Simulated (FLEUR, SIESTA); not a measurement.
A FLEUR input for a self-consistent single point of MgSe (F-43m, 2 atoms in the cell) (DFT, PBEsol, all-electron FLAPW (FLEUR), scalar-relativistic valence with spin-orbit coupling in second variation):

Input of the input generator:

```
MgSe crystal
&input film=f /
-0.0000000000 2.9689300000 2.9689300000
2.9689300000 -0.0000000000 2.9689300000
2.9689300000 2.9689300000 0.0000000000
1.8897261246
1.0 1.0 1.0

2
12 0.0000000000 0.0000000000 0.0000000000
34 0.2500000000 0.2500000000 0.2500000000

&comp jspins=1 /
&exco xctyp='PBEs' /
&kpt div1=7 div2=7 div3=7 /
&soc 0.0 0.0 /
&end /
```

```xml
<?xml version="1.0" encoding="UTF-8" standalone="no"?>
<fleurInput fleurInputVersion="0.39">
   <comment>
      MgSe crystal                                                                                        
   </comment>
   <calculationSetup>
      <cutoffs Kmax="4.5" Gmax="18.0" GmaxXC="18.0" numbands="0"/>
      <scfLoop itmax="80" minDistance="0.00001" maxIterBroyd="25" imix="Anderson" alpha="0.05" precondParam="0.0" spinf="2.0"/>
      <coreElectrons ctail="T" frcor="F" kcrel="0" coretail_lmax="0"/>
      <xcFunctional name="PBEs" relativisticCorrections="F"/>
      <magnetism jspins="1"/>
      <soc l_soc="T" theta="0.0" phi="0.0" spav="F"/>
      <expertModes spex="0" secvar="F"/>
      <geometryOptimization l_f="F" forcealpha="1.0" forcemix="BFGS" epsdisp="0.00001" epsforce="0.00001"/>
      <ldaU l_linMix="F" mixParam="0.05" spinf="1.0"/>
   </calculationSetup>
   <cell>
      <bzIntegration valenceElectrons="26.0" mode="hist" fermiSmearingEnergy="0.0001">
         <kPointListSelection listName="default-1"/>
         <!-- k-points included here -->
         <xi:include xmlns:xi="http://www.w3.org/2001/XInclude" href="kpts.xml"> </xi:include>
      </bzIntegration>
      <!-- symmetry operations included here -->
      <xi:include xmlns:xi="http://www.w3.org/2001/XInclude" href="sym.xml"> </xi:include>
      <bulkLattice scale="1.0">
         <bravaisMatrix>
            <row-1>    0.0000000000000000     5.6104645831086772     5.6104645831086772</row-1>
            <row-2>    5.6104645831086772     0.0000000000000000     5.6104645831086772</row-2>
            <row-3>    5.6104645831086772     5.6104645831086772     0.0000000000000000</row-3>
         </bravaisMatrix>
      </bulkLattice>
   </cell>
   <atomSpecies>
      <species name="Magnesium (Mg)" element="Mg" atomicNumber="12">
         <mtSphere radius="1.79" gridPoints="619" logIncrement="0.018"/>
         <atomicCutoffs lmax="8" lnonsphr="6"/>
         <electronConfig flipSpins="F">
            <coreConfig>(1s1/2)</coreConfig>
            <valenceConfig>(2s1/2) (2p1/2) (2p3/2) (3s1/2)</valenceConfig>
         </electronConfig>
         <energyParameters s="3" p="3" d="3" f="4"/>
         <lo type="SCLO" l="0" n="2" eDeriv="0"/>
         <lo type="SCLO" l="1" n="2" eDeriv="0"/>
      </species>
      <species name="Selenium (Se)" element="Se" atomicNumber="34">
         <mtSphere radius="2.68" gridPoints="925" logIncrement="0.014"/>
         <atomicCutoffs lmax="10" lnonsphr="8"/>
         <electronConfig flipSpins="F">
            <coreConfig>(1s1/2) (2s1/2) (2p1/2) (2p3/2) (3s1/2) (3p1/2) (3p3/2)</coreConfig>
            <valenceConfig>(4s1/2) (3d3/2) (3d5/2) (4p1/2) (4p3/2)</valenceConfig>
            <stateOccupation state="(4p1/2)" spinUp="0.6666666666667" spinDown="0.6666666666667"/>
            <stateOccupation state="(4p3/2)" spinUp="1.3333333333333" spinDown="1.3333333333333"/>
         </electronConfig>
         <energyParameters s="4" p="4" d="3" f="4"/>
      </species>
   </atomSpecies>
   <atomGroups>
      <atomGroup species="Magnesium (Mg)">
         <relPos label="                   1">.0000000000 .0000000000 .0000000000</relPos>
         <force calculate="T" relaxXYZ="TTT"/>
      </atomGroup>
      <atomGroup species="Selenium (Se)">
         <relPos label="                   2">1.000/4.000 1.000/4.000 1.000/4.000</relPos>
         <force calculate="T" relaxXYZ="TTT"/>
      </atomGroup>
   </atomGroups>
   <output dos="F" band="F" slice="F">
      <checks vchk="F" cdinf="F"/>
      <bandDOS minEnergy="-.5*Htr" maxEnergy="0.5*Htr" sigma="0.015" storeEVData="T"/>
      <vacuumDOS vacdos="F" integ="F" star="F" nstars="0" locx1="0.0" locy1="0.0" locx2="0.0" locy2="0.0" nstm="0" tworkf="0.0"/>
      <unfoldingBand unfoldBand="F" supercellX="1" supercellY="1" supercellZ="1"/>
      <plotting iplot="0" polar="F">
         <plot TwoD="T" vec1="  1.0  0.0  0.0" vec2="  0.0  1.0  0.0" vec3="  0.0  0.0  1.0" zero="  0.0  0.0  0.0" file="plot"/>
      </plotting>
      <chargeDensitySlicing numkpt="0" minEigenval="0.0" maxEigenval="0.0" nnne="0" pallst="F"/>
      <specialOutput eonly="F"/>
      <magneticCircularDichroism mcd="F" energyLo="-10.0" energyUp="0.0"/>
   </output>
  <!-- We include the file relax.xml here to enable relaxations (see documentation) -->
  <xi:include xmlns:xi="http://www.w3.org/2001/XInclude" href="relax.xml"> <xi:fallback/> </xi:include>
</fleurInput>
```

### Question
Give the SIESTA input for the same structure, mesh, smearing and functional.

### Answer
One input that does it (others would too):

```
# files in the folder: Mg.psml Se.psml (PseudoDojo PBEsol fully relativistic)
SystemName  MgSe
SystemLabel siesta

NumberOfAtoms                2
NumberOfSpecies              2
%block ChemicalSpeciesLabel
  1 12 Mg
  2 34 Se
%endblock ChemicalSpeciesLabel
LatticeConstant              1.0 Ang
%block LatticeVectors
     0.000000000    2.968930000    2.968930000
     2.968930000    0.000000000    2.968930000
     2.968930000    2.968930000    0.000000000
%endblock LatticeVectors
AtomicCoordinatesFormat      ScaledCartesian
%block AtomicCoordinatesAndAtomicSpecies
     0.000000000    0.000000000    0.000000000  1
     1.484465000    1.484465000    1.484465000  2
%endblock AtomicCoordinatesAndAtomicSpecies

XC.functional                GGA
XC.authors                   PBEsol
PAO.BasisSize                DZP
PAO.EnergyShift              0.01 Ry
MeshCutoff                   300 Ry
%block kgrid.MonkhorstPack
    7   0   0  0.0
    0   7   0  0.0
    0   0   7  0.0
%endblock kgrid.MonkhorstPack
OccupationFunction           FD
ElectronicTemperature        10 K
Spin                         spin-orbit
%block DM.InitSpin
  1 0.00 0.00 0.00
  2 0.00 0.00 0.00
%endblock DM.InitSpin

MaxSCFIterations             150
SCF.Mixer.Method             Pulay
SCF.Mixer.Weight             0.1
SCF.Mixer.History            6
SCF.DM.Tolerance             1.0E-04
Diag.ParallelOverK           true
WriteForces                  true
Charge.Mulliken              end
```

Basis settings and potentials, where a program has them, do not carry over. This input uses DFT, GGA PBEsol with spin-orbit coupling, numerical atomic orbitals DZP, PseudoDojo PBEsol fully relativistic norm-conserving potentials (rewritten from UPF to PSML).

The starting cell comes from a database of computed structures (which also holds hypothetical and non-ambient phases and stackings), without a prior relaxation at this level.
